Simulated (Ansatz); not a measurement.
An Ansatz (a first-principles code) run: Pt with a change (biaxial strain −1.46 %, plane normal [001], relaxed out of plane); DFT with r2SCAN, PAW potentials and a 500 eV plane-wave cutoff in Ansatz, scalar-relativistic without spin-orbit coupling, earlier PAW set.

Input:

Ansatz 0.2 input:
```yaml
crystal:
  lattice:
    - [2.7463799846, 0, 0]
    - [0, 2.7463799846, 0]
    - [1.3731899923, -1.3731899923, 1.9851434883]
  atoms:
    - { symbol: Pt, position: [0, 0, 0] }
basis: { ecutwfc: 500, ecutrho_ratio: 4, xc_grid: 4, fft_grid_basis: typed }
kpoints: { mp_grid: { grid: [29, 29, 29] } }
hamiltonian:
  xc: r2scan
  dispersion: none
  pseudopotentials: { azcp: { folder: ./paw }, kind: paw }
scf: { occupations: { method: fermi_dirac, width: 0.1 } }
relax: { f_tol: 0.005, max_steps: 50, cell: { stress_tol: 0.01, fix: [a, b, gamma] } }
output: { forces: true, stress: true }
checkpoint: { write: state.ck, write_every: 1000 }
```

Output (explanatory and most iteration lines left out):

```
Relaxation: its limit of steps is 50 (relax.max_steps)
Pseudopotential: Pt, paw, valence charge 18
Crystal: 1 atoms, lattice volume = 14.973 Å³
Basis set: ecut = 500 eV, 363 PW (Γ), exchange–correlation on 96×96×96 points (64 copies of the dense FFT grid, shifted against one another)
Bands: 13, of which v1, the nominal top of the filled ones, is band 9 counted from 1 (8 counted from 0)
Symmetry: 16 space group operations
Space group: I4/mmm (ITA 139), of the structure as read, at distance tolerance 2.5e-5 Å
k-points: 1800 of 24389
Functional: x = r2scan, c = r2scan; τ floored in thin density (d = 2e-4 eV/Å³)
SCF iter   1: F=—  HF=-12538.401024 eV  |F-HF|=—  |Δ(HF+E_count)|=         —  Δρ=6.72e-2  dr2=6.26e-1  dr2_τ=3.36e-2  ethr=3.10e-3  ⟨swp⟩=5.0  Hψ=130230  notcnv=0
SCF iter   2: F=—  HF=-12538.258915 eV  |F-HF|=—  |Δ(HF+E_count)|=   1.42e-1  Δρ=3.29e-2  dr2=1.35e-1  dr2_τ=1.43e-2  ethr=3.10e-3  ⟨swp⟩=2.0  Hψ=44261  notcnv=0
SCF 1 converged in 7 iterations: F = -12538.272830 eV  dr2 = 1.84e-9
relax step   1: F+E_penalty+E_count = -12538.27283013 eV  Δ(F+E_penalty+E_count) = +0.000e0 eV  max|allowed force component| = 0.000e0 eV/Å  Δτ_max = 0.0000 Å  P = +6.402 GPa  Ω = 14.973 Å³  fix = [a, b, gamma]  reactions: a +7.223, b +7.223 GPa  (7 SCF iters, dr2 threshold 1.00e-7 eV, accepted)
[... steps on the carried basis left out ...]
relax step   6: F+E_penalty+E_count = -12538.27576248 eV  Δ(F+E_penalty+E_count) = +3.126e-7 eV  max|allowed force component| = 0.000e0 eV/Å  Δτ_max = 0.0000 Å  P = +2.594 GPa  Ω = 15.174 Å³  energy of the carried Pulay correction = -3.605e-7 eV  fix = [a, b, gamma]  reactions: a +3.891, b +3.891 GPa  (3 SCF iters, dr2 threshold 8.73e-10 eV, accepted)
Crystal: 1 atoms, lattice volume = 15.174 Å³
SCF iter   1: F=—  HF=-12538.275765 eV  |F-HF|=—  |Δ(HF+E_count)|=         —  Δρ=3.40e-6  dr2=5.91e-10  dr2_τ=6.34e-11  ethr=4.32e-8  ⟨swp⟩=2.8  Hψ=190788  notcnv=0
SCF iter   2: F=—  HF=-12538.275763 eV  |F-HF|=—  |Δ(HF+E_count)|=   2.54e-6  Δρ=1.48e-6  dr2=7.42e-11  dr2_τ=2.65e-11  ethr=3.28e-12  ⟨swp⟩=2.2  Hψ=40789  notcnv=0
SCF 7 converged in 4 iterations: F = -12538.275763 eV  dr2 = 3.03e-13
SCF converged after 4 iterations
Free energy (F): -12538.275763 eV
Internal energy: -12538.223238 eV  (E = F + TS)
E sigma→0 (E₀):  -12538.249500 eV
Entropy (-TS):   -0.052525 eV (-52.525 meV/atom)
Fermi energy:    22.934302 eV
--- Forces (eV/Å), atoms counted from 1 ---
  atom   1  Pt    -0.00000000     0.00000000     0.00000000
--- Stress (GPa, compression-positive) ---
        3.891146       0.000000       0.000000
        0.000000       3.891146       0.000000
        0.000000       0.000000       0.000115
  P = ⅓ Tr σ = 2.5941 GPa (25.941 kbar)
--- Relaxed structure (5 steps of the walk, 5 accepted, 2 SCFs on fresh bases) ---
  cell:  # Å, volume = 15.1736 Å³
    - [2.7463799846, 0.0, 0.0]
    - [0.0, 2.7463799846, 0.0]
    - [1.3731899923, -1.3731899923, 2.0117220469457036]
  atoms:
    - { symbol: Pt, position: [0.0, 0.0, 0.0] }
```

Stability against distortions was not tested. The final runs are not spin-polarised. The cell was made from Pt in the fcc (Cu type) structure (space group Fm-3m, No. 225) by this change: biaxial strain −1.46 %, plane normal [001], relaxed out of plane.
